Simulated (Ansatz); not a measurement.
ZnSnO3, pressure series

Consider ZnSnO$_{3}$ (space group R3c, No. 161; a = 5.2780 Å, c = 14.0092 Å (hexagonal axes)).

Cell and atoms are relaxed at each pressure.

Method: PBEsol (Ansatz, a program for electronic structure), no spin-orbit coupling, earlier PAW set.

Notes on the quantities. enthalpy: H = E + PV relative to the base's energy.

```json
[
 {"variant": "base", "electron mass": "0.19 mₑ (at Γ)", "enthalpy": "–", "band gap": "1.24 eV"},
 {"variant": "pressure −2 GPa", "electron mass": "–", "enthalpy": "-0.14 eV/atom", "band gap": "1.17 eV"},
 {"variant": "pressure −1 GPa", "electron mass": "–", "enthalpy": "-0.07 eV/atom", "band gap": "1.21 eV"},
 {"variant": "pressure 3 GPa", "electron mass": "0.20 mₑ (at Γ)", "enthalpy": "+0.21 eV/atom", "band gap": "1.34 eV"},
 {"variant": "pressure 7 GPa", "electron mass": "0.21 mₑ (at Γ)", "enthalpy": "+0.48 eV/atom", "band gap": "1.46 eV"},
 {"variant": "pressure 15 GPa", "electron mass": "0.22 mₑ (at Γ)", "enthalpy": "+1.02 eV/atom", "band gap": "1.67 eV"},
 {"variant": "pressure 30 GPa", "electron mass": "0.25 mₑ (at Γ)", "enthalpy": "+1.97 eV/atom", "band gap": "1.96 eV"},
 {"variant": "pressure 50 GPa", "electron mass": "0.29 mₑ along c, 0.27 mₑ across (at Γ)", "enthalpy": "+3.17 eV/atom", "band gap": "2.16 eV"},
 {"variant": "pressure 75 GPa", "electron mass": "0.34 mₑ along c, 0.29 mₑ across (at Γ)", "enthalpy": "+4.57 eV/atom", "band gap": "2.14 eV"},
 {"variant": "pressure 100 GPa", "electron mass": "0.40 mₑ along c, 0.30 mₑ across (at Γ)", "enthalpy": "+5.87 eV/atom", "band gap": "2.01 eV"}
]
```

Load acts through the strain it causes; cell and atoms are relaxed under it. Effective masses come from finite differences of ±0.01 Å⁻¹. Whether these cells are dynamically stable was not tested. Competing high-pressure phases were not computed.
